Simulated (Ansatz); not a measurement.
# RuSi (Cmmm): band-structure transport figures

Here is the system:

```xyz
2
Lattice="2.9150 0.0182 0.0000 0.0182 2.9150 0.0000 0.0000 0.0000 2.9079" Properties=species:S:1:pos:R:3 pbc="T T T"
Si     1.4666     1.4666     1.4540
Ru     0.0000     0.0000     0.0000
```

These are PBEsol, rigid bands (plane waves, PAW, scalar-relativistic; Ansatz, a quantum-chemistry and plane-wave program) values and carry that method's errors. Condition of this run: uniaxial stress along [110] of -2 GPa (compression positive) (the target of the relaxation). How the cell was made: cell and atoms relaxed with PBEsol, then loaded as said.

```
Property                                                                 Result
------------------------------------  -----------------------------------------
density of states at the Fermi level         0.254 states/(eV·cell), both spins
bare Sommerfeld coefficient                           0.30 mJ/(mol of atoms·K²)
Drude plasma energy                                5.6 (x), 5.6 (y), 5.7 (z) eV
root-mean-square Fermi velocity                                       1.1e6 m/s
resistivity times τ                   15.7 (x), 15.7 (y), 14.9 (z) ×10⁻²² Ω·m·s
```

A metal at this level (no band gap); rigid bands, thermally averaged at 300 K, both spins. Spin-orbit coupling is left out. τ is one relaxation time for all states.

Computed structure, not matched to a measured one here, so possibly hypothetical: RuSi (Cmmm).
